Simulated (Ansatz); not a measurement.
The starting structures come from a database of crystals and need not be the phases stable at ambient conditions.

 Where the default PAW files enter, the runs use the earlier of Ansatz's two default sets.

Inside the gap of an insulator the Bloch states are evanescent, with a wavenumber k + iκ along the transport direction.

Input:

```xyz
20
Lattice="5.6588 0.0000 0.0000 0.0000 5.8369 0.0000 -0.0562 0.0000 8.0578" Properties=species:S:1:pos:R:3 pbc="T T T"
Li     0.0000     2.9185     0.0000
Li     2.8013     0.0000     4.0289
La     0.0623     5.5324     2.0051
La     5.5403     0.3045     6.0527
La     2.7390     2.6140     2.0238
La     2.8636     3.2230     6.0340
Sb    -0.0281     2.9185     4.0289
Sb     2.8294     0.0000     0.0000
O      0.5123     2.7225     5.9589
O      5.0903     3.1144     2.0989
O      2.2328     5.6410     6.1278
O      3.3698     0.1959     1.9300
O      4.5604     4.5759     4.4696
O      1.0422     1.2610     3.5882
O      3.8435     1.6575     7.6171
O      1.7591     4.1795     0.4407
O      1.2066     1.1202     0.3898
O      4.3960     4.7168     7.6680
O      1.5947     4.0386     3.6391
O      4.0079     1.7983     4.4187
```

Space group of this cell: P2_1/c. The cell is taken as given; by r2SCAN its mean pressure is -3.8 GPa.

Transport runs along the normal of the first two printed cell vectors.

The gap is the functional's own, uncorrected, and κ follows it; spin-orbit coupling is left out. Mid-gap values are interpolated between the computed energies.

Task: Give the band gap and the smallest decay constant κ at mid-gap that r2SCAN run with Ansatz (a quantum-chemistry and plane-wave program) yields.

Result: Gap 4.55 eV on a 6×6×4 mesh; κ = 0.414 1/Å, at the zone centre.
